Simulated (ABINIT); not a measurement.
A self-consistent single point of In2Sb (P6_3/mmc, 6 atoms in the cell) with ABINIT.

Computed with PBEsol, PAW (JTH v2.0 PBE PAW, files made for PBE) (plane waves; ABINIT).

```
CELL_PARAMETERS angstrom
      5.37990     0.00000     0.00000
     -2.68995     4.65913     0.00000
      0.00000     0.00000     6.72255
ATOMIC_POSITIONS crystal
  In 0.66667 0.33333 0.25000
  In 0.33333 0.66667 0.75000
  In 0.00000 0.00000 0.50000
  In 0.00000 0.00000 0.00000
  Sb 0.66667 0.33333 0.75000
  Sb 0.33333 0.66667 0.25000
```

Reference input (self-consistent single point, DFT, LDA (PW92), plane waves, PAW (JTH v2.0 LDA PAW)): pseudos = [In.LDA_PW-JTH.xml, Sb.LDA_PW-JTH.xml]; ecut = 20 Ha; pawecutdg = 40 Ha; pawxcdev = 0; occopt = 3; tsmear = 0.136 eV; ngkpt = 5 5 4; nshiftk = 1; shiftk = 0 0 0; potentials = JTH v2.0 LDA PAW; nband = 52; kptopt = 1. This run's input differs from it in these lines:

```diff
@@ -1,4 +1,4 @@
-# In2Sb, JTH v2.0 LDA PAW
+# In2Sb, JTH v2.0 PBE PAW
 pp_dirpath "./"
-pseudos "In.LDA_PW-JTH.xml, Sb.LDA_PW-JTH.xml"
+pseudos "In.GGA_PBE-JTH.xml, Sb.GGA_PBE-JTH.xml"
 acell 5.3798999597 5.3798999597 6.7225500000 Angstrom
@@ -22,2 +22,3 @@
 pawxcdev 0
+ixc -116133
 occopt 3
```

Its files differ too (potentials: JTH v2.0 LDA PAW → JTH v2.0 PBE PAW).

Output (repeated stretches shortened):

```
--- !BeginCycle
solver: {iscf: 17, nstep: 100, nline: 4, wfoptalg: 10, }
tolerances: {tolvrs: 1.00E-10, }
...

     iter   Etot(hartree)      deltaE(h)  residm     nres2
 ETOT  1  -389.84865098735    -3.898E+02 2.640E+01 3.876E+01
 ETOT  2  -397.48053989391    -7.632E+00 7.579E-02 3.306E+01
 ETOT  3  -397.41950981047     6.103E-02 1.209E-02 8.343E+00
 ETOT  4  -397.39554774649     2.396E-02 7.193E-03 1.094E+00
 ETOT  5  -397.39159557362     3.952E-03 1.002E-02 2.390E-01
   [... 4 lines left out ...]
 ETOT 10  -397.39041667281    -2.198E-09 1.560E-04 5.419E-07
 ETOT 11  -397.39041667232     4.853E-10 9.592E-05 9.453E-09
 ETOT 12  -397.39041667237    -5.440E-11 7.795E-05 9.809E-10
 ETOT 13  -397.39041667235     2.177E-11 4.550E-05 4.271E-11
 At SCF step   13       nres2   =  4.27E-11 < tolvrs=  1.00E-10 =>converged.

 Cartesian components of stress tensor (hartree/bohr^3)
  sigma(1 1)=  1.09216041E-04  sigma(3 2)=  0.00000000E+00
  sigma(2 2)=  1.09216042E-04  sigma(3 1)=  0.00000000E+00
  sigma(3 3)=  1.02982044E-04  sigma(2 1)=  3.16016228E-13

 ----iterations are completed or convergence reached----

 reduced coordinates (array xred) for    6 atoms
       0.666666666667      0.333333333333      0.250000000000
       0.333333333333      0.666666666667      0.750000000000
       0.000000000000     -0.000000000000      0.500000000000
       0.000000000000     -0.000000000000      0.000000000000
       0.666666666667      0.333333333333      0.750000000000
       0.333333333333      0.666666666667      0.250000000000
 cartesian forces (eV/Angstrom) at end:
   [... lines left out ...]
 Fermi (or HOMO) energy (eV) =   5.84978   Average Vxc (eV)=  -9.96099
   [... lines left out ...]
'-kT*entropy'       : -4.94312206840853E-03
total_energy        : -3.97390418266078E+02
total_energy_eV     : -1.08135432137242E+04
...

-Cartesian components of stress tensor (GPa)         [Pressure= -3.1521E+00 GPa]
- sigma(1 1)=  3.21324631E+00  sigma(3 2)=  0.00000000E+00
- sigma(2 2)=  3.21324634E+00  sigma(3 1)=  0.00000000E+00
- sigma(3 3)=  3.02983583E+00  sigma(2 1)=  9.29751686E-09

 Calculation completed.
```

The run converged in 13 iterations. Against the reference run the pressure goes from -4.53 to -3.15 GPa.

The starting cell comes from a database of computed structures (which also holds hypothetical and non-ambient phases and stackings), without a prior relaxation at this level. The potentials were made for another functional than the one used. With a pressure of about -3 GPa the cell is away from its equilibrium volume at this level. The run gives no clean gap (levels at the Fermi energy touch, overlap or are partly filled at this smearing), which alone does not show that the compound is a metal.

Cost on one core of a shared machine: roughly 6 min.
